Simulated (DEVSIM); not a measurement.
Device: abrupt Si p-n junction, at 350 K.

| layer (left to right) | material | thickness (μm) | Nd (cm⁻³) | Na (cm⁻³) | τn (s) | τp (s) |
|---|---|---|---|---|---|---|
| 1 | Si | 54.0 | - | 2e15 | 1.9e-6 | 1.9e-6 |
| 2 | Si | 0.850 | 5.4e15 | - | 1.9e-6 | 1.9e-6 |

Left contact: ohmic. Right contact: ohmic. Voltage is applied to the left contact. Recombination: SRH at mid-gap, radiative. Gap narrowing is on: ΔEg = 6.92 meV × (l + √(l² + 0.5)), l = ln(N/1.3e17 cm⁻³), shared equally by both band edges. Mobility is μmin + (μ − μmin)/(1 + (N/Nref)^α).

The device is made up for the run: typed textbook-type constants, with dimensions and the other settings drawn at random. Values at 300 K; Nc and Nv go as T^1.5, mobilities as T to minus their exponent, the gap by Varshni's rule with the affinity fixed. The table also holds parameters that only a changed run uses.

```csv
parameter,Si
gap (eV),1.124
affinity (eV),4.05
permittivity,11.7
Nc (cm⁻³),2.86e19
Nv (cm⁻³),3.1e19
μn (cm²/Vs),1417
μp (cm²/Vs),470
"μn,min",52
"μp,min",45
"Nref,n",9.7e16
"Nref,p",2.2e17
αn,0.68
αp,0.72
T exponent of μn,2.3
T exponent of μp,2.2
B (cm³/s),4.7e-15
Cn (cm⁶/s),2.8e-31
Cp (cm⁶/s),9.9e-32
Varshni α (eV/K),0.000473
Varshni β (K),636
```

Simulated with DEVSIM: 1D drift-diffusion, Boltzmann statistics, complete ionisation; no tunnelling, impact ionisation, image-force lowering or self-heating.

Base results: potential step across the device at zero bias (V) 0.547; dark forward voltage at 1 A/cm² (V) 0.474; largest field in the device at zero bias (V/cm) 15000.

**Question.** What follows from this one change: temperature 350 → 450 K?

**Answer.** potential step across the device at zero bias 0.547 → 0.327 V; dark forward voltage at 1 A/cm² 0.474 → 0.260 V; largest field in the device at zero bias 15000 → 11000 V/cm.

**Question.** What follows from this one change: doping Nd of layer 2 5.4e+15 → 1.6e+14 cm^-3?

**Answer.** potential step across the device at zero bias 0.547 → 0.441 V; dark forward voltage at 1 A/cm² 0.474 → 0.359 V; largest field in the device at zero bias 15000 → 5500 V/cm.

**Question.** What follows from this one change: thickness of layer 1 54 → 92 μm?

**Answer.** potential step across the device at zero bias little changed (0.547 V); dark forward voltage at 1 A/cm² 0.474 → 0.506 V; largest field in the device at zero bias little changed (15000 V/cm).
